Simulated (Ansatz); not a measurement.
# Mo in the simple cubic structure (space group Pm-3m, No. 221; a hypothetical phase, not in the database extracts checked)

```yaml
crystal:
  lattice:
    - [2.59884, 0.00000, 0.00000]
    - [0.00000, 2.59884, 0.00000]
    - [0.00000, 0.00000, 2.59884]
  atoms:
    - { symbol: Mo, position: [0.00000, 0.00000, 0.00000] }
```

The values are results of Kohn–Sham DFT with the PBE functional, run in Ansatz (a first-principles code) with PAW and 420 eV plane waves, no SOC, not measurements. k-mesh 18×18×18 (Γ-centred); smearing 0.05 eV (Fermi–Dirac).

```yaml
volume_per_atom: 17.55 Å³
density: 9.08 g/cm³
band_gap: zero
total_energy: -4954.866 eV/atom (σ→0; compares only within this code and set-up)
```

Stability against distortions was not tested. The final runs are not spin-polarised.
